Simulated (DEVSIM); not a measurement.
Device: isotype n-n heterojunction In0.52Al0.48As/In0.53Ga0.47As, at 300 K.

| layer (left to right) | material | thickness (μm) | Nd (cm⁻³) | τn (s) | τp (s) |
|---|---|---|---|---|---|
| 1 | In0.52Al0.48As | 0.180 | 4.5e16 | 6.3e-10 | 6.3e-10 |
| 2 | In0.53Ga0.47As | 0.530 | 9e16 | 6.3e-10 | 6.3e-10 |

Left contact: ohmic. Right contact: ohmic. Voltage is applied to the left contact. Recombination: SRH at mid-gap, Auger. Mobility is constant in doping.

The device is made up for the run: typed textbook-type constants, with dimensions and the other settings drawn at random. Values at 300 K.

```csv
parameter,In0.52Al0.48As,In0.53Ga0.47As
gap (eV),1.45,0.74
affinity (eV),4,4.51
permittivity,12.5,13.9
Nc (cm⁻³),5.1e17,2.1e17
Nv (cm⁻³),1.1e19,7.7e18
μn (cm²/Vs),4000,12000
μp (cm²/Vs),75,300
Cn (cm⁶/s),1e-30,5e-29
Cp (cm⁶/s),1e-30,5e-29
```

Simulated with DEVSIM: 1D drift-diffusion, Boltzmann statistics, complete ionisation; no tunnelling, impact ionisation, image-force lowering or self-heating. Band offsets follow the typed affinities; no thermionic-emission limit at abrupt steps, no polarisation charge.

**Question.** Give the dark forward current.

**Answer.** 
```json
[
 {"V (V)": "0.05", "J (A/cm²)": "0.26"},
 {"V (V)": "0.15", "J (A/cm²)": "0.40"},
 {"V (V)": "0.25", "J (A/cm²)": "0.50"},
 {"V (V)": "0.35", "J (A/cm²)": "0.61"},
 {"V (V)": "0.45", "J (A/cm²)": "0.72"},
 {"V (V)": "0.55", "J (A/cm²)": "0.85"},
 {"V (V)": "0.65", "J (A/cm²)": "0.98"},
 {"V (V)": "0.75", "J (A/cm²)": "1.1"},
 {"V (V)": "0.85", "J (A/cm²)": "1.3"},
 {"V (V)": "0.95", "J (A/cm²)": "1.4"},
 {"V (V)": "1.10", "J (A/cm²)": "1.7"},
 {"V (V)": "1.20", "J (A/cm²)": "1.9"},
 {"V (V)": "1.30", "J (A/cm²)": "2.1"},
 {"V (V)": "1.40", "J (A/cm²)": "2.3"},
 {"V (V)": "1.50", "J (A/cm²)": "2.6"},
 {"V (V)": "1.60", "J (A/cm²)": "2.8"},
 {"V (V)": "1.70", "J (A/cm²)": "3.1"},
 {"V (V)": "1.80", "J (A/cm²)": "3.4"},
 {"V (V)": "1.90", "J (A/cm²)": "3.7"},
 {"V (V)": "2.00", "J (A/cm²)": "4.1"}
]
```
